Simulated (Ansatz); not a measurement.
SiC (F-43m), Ansatz (a quantum-chemistry and plane-wave program) with HSE06, rigid bands: N_v = 1.43e20 cm⁻³ at 300 K and a hole conductivity mass of 0.641 mₑ.

For 1e16 holes per cm³ at 300 K, place the Fermi level, estimate the Seebeck coefficient of a parabolic band with constant τ, and give mobility and conductivity for τ = 5 fs.

The level lies k_BT ln(N_v/p) = 0.247 eV above the valence-band maximum. S ≈ +(k_B/e)[ln(N_v/p) + 5/2] = 1040 μV/K, against 1028 μV/K from the full bands (mean over directions). μ = eτ/m = 13.7 cm²/(V·s) and σ = peμ = 0.0220 S/cm. τ is assumed, not computed.

Band transport and this doping are assumed; polarons and phonon drag are left out. Spin-orbit coupling is left out; where it splits the top of the valence band, N_v and the p-type Seebeck coefficient come out somewhat high without it. Geometry: cell and atoms relaxed with PBEsol.
